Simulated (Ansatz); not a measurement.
The starting structures come from a database of crystals and need not be the phases stable at ambient conditions.

 Where the default PAW files enter, the runs use the earlier of Ansatz's two default sets.

By LDA and PBEsol, the system below comes out a metal.

Data:

```
AlTi
1.0
    4.49587     0.00000     0.00000
   -2.24793     3.89354     0.00000
    2.24793     1.29785     1.83543
Ti Al
1 1
Direct
  0.00000   0.00000   0.00000
  0.00000   0.50000   0.50000
```

Space group of this cell: Pm-3m, CsCl type. The cell is taken as given; by PBEsol its mean pressure is -2.5 GPa.

The current runs along the normal of the first two printed vectors, the (111) plane. All runs by Ansatz (a program for electronic structure), plane waves and PAW, without spin-orbit coupling; the base is PBEsol.

```tsv
run	mean pressure (GPa)	G/A, both spins (10¹⁵ S/m²)
base	-2.5	0.90
all lengths scaled by 0.98	5.0	0.92
all lengths scaled by 1.02	-8.2	…
lda in place of pbesol	-5.9	0.90
lengths across the current scaled by 0.98, ions clamped	2.3	0.95
lengths across the current scaled by 1.02, ions clamped	-6.4	0.84
lengths along the current scaled by 0.97, ions clamped	1.2	0.84
lengths along the current scaled by 1.03, ions clamped	-5.4	…
```

### Question
What belongs in the gaps?

### Answer

- all lengths scaled by 1.02, G/A, both spins (10¹⁵ S/m²): 0.89
- lengths along the current scaled by 1.03, ions clamped, G/A, both spins (10¹⁵ S/m²): 0.98
